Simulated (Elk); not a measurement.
Band structure of SmRu₂ (Fd-3m, 6 atoms in the cell).

```xyz
6
Lattice="0.0000 3.7928 3.7928 3.7928 0.0000 3.7928 3.7928 3.7928 0.0000" Properties=species:S:1:pos:R:3 pbc="T T T"
Sm     3.7928     3.7928     3.7928
Sm     5.6892     5.6892     5.6892
Ru     0.9482     0.9482     0.9482
Ru     0.9482     2.8446     2.8446
Ru     2.8446     2.8446     0.9482
Ru     2.8446     0.9482     2.8446
```
Moments meant for the start (each program seeds them in its own way; μB, in the order of the atoms Sm Sm Ru Ru Ru Ru): 5.0 5.0 0.0 0.0 0.0 0.0.

Method: PBEsol, all-electron FP-LAPW, Elk's shipped species files, default APW+lo basis in Elk.

Settings: xctype = 22; spinpol = true; swidth = 0.00367493 Ha; ngridk = 5 5 5; reducebf = 0.8; nempty = 10 per atom; maxscl = 100.

The starting cell comes from a database of computed structures (which also holds hypothetical and non-ambient phases and stackings), without a prior relaxation at this level. Spin-orbit coupling is off. The magnetic order is the one reached from the typed start; others were not searched systematically. With U or open f shells several self-consistent states can exist. The f electrons are in the valence without U or exact exchange, which can misplace them near the Fermi level. Spin-orbit terms, which matter for f shells, are left out. Values depend on the basis (sphere radii, cutoffs, local orbitals), which need not be converged.

Levels in eV from the Fermi level, bands 51 to 58 of the first spin channel:
```json
[
 {"point": "Γ", "51": "0.22", "52": "0.23", "53": "0.23", "54": "0.23", "55": "0.23", "56": "0.48", "57": "0.48", "58": "0.48"},
 {"point": "X", "51": "-0.15", "52": "-0.14", "53": "-0.12", "54": "-0.11", "55": "-0.03", "56": "-0.02", "57": "0.33", "58": "0.33"},
 {"point": "W", "51": "-0.12", "52": "-0.12", "53": "-0.10", "54": "-0.09", "55": "-0.03", "56": "-0.01", "57": "0.19", "58": "0.20"},
 {"point": "K", "51": "-0.14", "52": "-0.08", "53": "-0.07", "54": "-0.07", "55": "0.03", "56": "0.11", "57": "0.19", "58": "0.26"},
 {"point": "L", "51": "-0.14", "52": "-0.14", "53": "-0.13", "54": "-0.10", "55": "0.30", "56": "0.30", "57": "0.54", "58": "0.67"},
 {"point": "U", "51": "-0.14", "52": "-0.08", "53": "-0.07", "54": "-0.06", "55": "0.03", "56": "0.11", "57": "0.18", "58": "0.26"}
]
```

Bands cross the Fermi level along this path, so the cell is metallic at this level.

The net moment of the cell came out as 9.27 μB.
